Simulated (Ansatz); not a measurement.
Data:

```yaml
crystal:
  lattice:
    - [4.62318, 0.00000, 0.00000]
    - [-2.31159, 4.00379, 0.00000]
    - [0.00000, 0.00000, 19.74220]
  atoms:
    - { symbol: Pb, position: [0.00000, 0.00000, 0.50000] }
    - { symbol: I, position: [0.33333, 0.66667, 0.59560] }
    - { symbol: I, position: [0.66667, 0.33333, 0.40440] }
```

Method: PBE with spin-orbit coupling, rigid bands (plane waves, PAW; Ansatz, a program for electronic structure). Condition of this run: biaxial strain -1 % with spin-orbit coupling. How the cell was made: cell and atoms relaxed with PBE, then loaded as said.

### Question
Predict the electron conductivity mass (n e² τ/σ) at 300 K, by direction if it differs.

### Answer
0.35 mₑ.

### Question
Predict the hole conductivity mass (n e² τ/σ) at 300 K, by direction if it differs.

### Answer
1.86 mₑ.

### Question
And the band gap?

### Answer
1.78 eV at this level; semilocal functionals usually fall short of the measured gap.

Rigid bands, one relaxation time for all states, no polarons.
